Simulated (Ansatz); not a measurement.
A working Ansatz (a first-principles code) input for LaN (R3m, 2 atoms in the cell) (DFT, PBE, plane waves, default PAW files):

Ansatz 0.2 input:
```yaml
# LaN
crystal:
  lattice:
    - [1.809047, 1.044454, 3.096176]
    - [-1.809047, 1.044454, 3.096176]
    - [0.000000, -2.088908, 3.096176]
  atoms:
    - { symbol: La, position: [0.762400, 0.762400, 0.762400] }
    - { symbol: N, position: [0.237600, 0.237600, 0.237600] }
basis:
  ecutwfc: 30.9 Ry
kpoints:
  mp_grid: { grid: [8, 8, 8] }
hamiltonian:
  xc: pbe
  pseudopotentials: { kind: paw }
scf:
  occupations: { method: fermi_dirac, width: 0.0073 Ry }
output:
  forces: true
  eigenvalues: true
  stress: true
```

The run converged in 6 iterations: free energy E − TS (on the zero of these files) -6636.5771 eV; gap on the k-point mesh 0.49 eV; pressure 9.63 GPa; largest force (vector length) 0.078 eV/Å. Each of these slips is then made, one at a time:

(1)
```diff
+total_charge: 2.0
```

(2)
```diff
+  convergence: { dr2_threshold: 1.0e+00 eV }
```

(3)
```diff
-  occupations: { method: fermi_dirac, width: 0.0073 Ry }
```

Q: Predict the outcome of each change.

A: 
(1) An unintended net charge. The run converged in 8 iterations without an error; against the sound input the pressure goes from 9.63 to 77.31 GPa and the largest force goes from 0.078 to 1.104 eV/Å.

(2) A convergence threshold that is too loose. The run converged in 6 iterations, and against the sound input the free energy is nearly the same (within 1 meV/atom), the pressure stays at 9.63 GPa, the largest force stays at 0.078 eV/Å and the gap on the mesh stays at 0.492 eV. The full log also holds (shortened here): “iter 2 did not close the SCF: its close was put off for the readings that it lacked (scf_convergence_deferred on its scf_iter line)” and “iter 3 did not close the SCF: its close was put off for the readings that it lacked (scf_convergence_deferred on its scf_iter line)”.

(3) No occupation method given. The program stopped before any SCF iteration.
```
Error: YAML parse error: `scf.occupations.method` is required: fixed only where the cell keeps a band gap throughout the run, explicit beside scf.occupations.values (under evaluate: without them), else a smearing such as fermi_dirac (scf.occupations.width is optional; its entry in the input reference gives the default)
```

The starting cell was generated: these elements placed on a structure prototype, without a prior relaxation; it need not be a known phase or ordering of this composition. In the base run, with a pressure of about 10 GPa the cell is away from its equilibrium volume at this level. Ansatz's pressure includes its estimate of the finite-basis (Pulay) stress.

Left out of this page: 4 runs of the series outside the window shown, repeating another row's setting, or not comparable.
